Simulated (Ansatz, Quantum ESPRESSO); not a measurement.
One structure in several programs: BaNiS₂ (P4/nmm, 8 atoms in the cell)

Self-consistent single point, at a second geometry (lattice scaled by 0.98). First geometry:

```
CELL_PARAMETERS angstrom
      4.32851     0.00000     0.00000
      0.00000     4.32851     0.00000
      0.00000     0.00000     8.78504
ATOMIC_POSITIONS crystal
  Ba 0.00000 0.50000 0.19784
  Ba 0.50000 0.00000 0.80216
  Ni 0.50000 0.00000 0.41493
  Ni 0.00000 0.50000 0.58507
  S  0.50000 0.50000 0.50000
  S  0.00000 0.00000 0.50000
  S  0.50000 0.00000 0.15764
  S  0.00000 0.50000 0.84236
```

Shared settings, as Ansatz (a program for electronic structure) writes them: kpoints.mp_grid.grid = 6 6 3; scf.occupations.method = fermi_dirac; scf.occupations.width = 0.05 eV. Potentials and cutoffs stand in the table.

| code | model | ΔF from the first geometry (meV/atom) | pressure (GPa) | largest force (eV/Å) | cutoff |
|---|---|---|---|---|---|
| Ansatz | LDA (PW92), PAW files made with PBE | 4.5 | 3.40 | 0.356 | 420 eV |
| Quantum ESPRESSO | LDA (PZ), PSlibrary ultrasoft (LDA) pseudopotentials | 9.5 | 4.00 | 0.388 | 50 Ry |

Size of the force on each atom (eV/Å): Sizes of forces hide their directions.

```tsv
code	Ba1	Ba2	Ni3	Ni4	S5	S6	S7	S8
Ansatz	0.137	0.137	0.187	0.187	0.000	0.000	0.356	0.356
Quantum ESPRESSO	0.120	0.120	0.171	0.171	0.000	0.000	0.388	0.388
```

On Ansatz's run: spin polarisation is off, so a magnetic state, if there is one, cannot be reached.

The spread over the programs that give each value: ΔF from the first geometry within 5.0 meV/atom; pressure within 0.60 GPa; largest force within 0.032 eV/Å.

Ansatz's pressure is given at a fixed set of plane waves, as the other plane-wave codes print theirs; with its correction for the finite basis it is 3.46 GPa. The same LDA comes in different parametrisations, which differ slightly.

The starting cell comes from a database of computed structures (which also holds hypothetical and non-ambient phases and stackings), without a prior relaxation at this level. Its lattice was rescaled by a random factor within 2.5 % of one. For this run, on top of that: lattice scaled by 0.98.

Keys are those of Ansatz 0.2.
